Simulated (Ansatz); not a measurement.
Band structure of MnZn3 (Pm-3m, 4 atoms in the cell).

```
MnZn3
1.0
    3.72623     0.00000     0.00000
    0.00000     3.72623     0.00000
    0.00000     0.00000     3.72623
Mn Zn
1 3
Direct
  0.00000   0.00000   0.00000
  0.00000   0.50000   0.50000
  0.50000   0.00000   0.50000
  0.50000   0.50000   0.00000
```
Moments meant for the start (each program seeds them in its own way; μB, in the order of the atoms Mn Zn Zn Zn): 4.0 0.0 0.0 0.0.

Level of theory: PBEsol, default PAW files made with PBE (plane waves; Ansatz, a program for electronic structure).

Settings: kpoints.mp_grid.grid = 6 6 6; hamiltonian.xc = pbesol; hamiltonian.pseudopotentials = {kind: paw} (the program's default PAW files); magnetization.spin_polarized = true; scf.occupations.method = fermi_dirac; scf.occupations.width = 0.1 eV; kpoints.band_path.npoints = 8.

The starting cell comes from a database of computed structures (which also holds hypothetical and non-ambient phases and stackings), without a prior relaxation at this level. Its lattice was rescaled by a random factor within 2.5 % of one. With one magnetic atom in the cell only a parallel order is possible.

Levels in eV from the Fermi level, bands 24 to 31 of the first spin channel:
| point | 24 | 25 | 26 | 27 | 28 | 29 | 30 | 31 |
|---|---|---|---|---|---|---|---|---|
| Γ | -1.08 | -1.08 | -0.22 | -0.22 | -0.22 | 4.54 | 4.54 | 5.06 |
| X | -2.12 | -1.27 | -1.11 | 4.08 | 4.08 | 4.18 | 4.18 | 4.67 |
| M | -1.83 | -1.83 | -1.30 | -0.56 | -0.15 | 6.11 | 7.58 | 7.58 |
| R | -2.20 | -2.20 | -2.20 | -1.14 | -1.14 | 1.83 | 1.83 | 1.83 |

Bands cross the Fermi level along this path, so the cell is metallic at this level.

The net moment of the cell came out as 2.32 μB.

Keys are those of Ansatz 0.2.
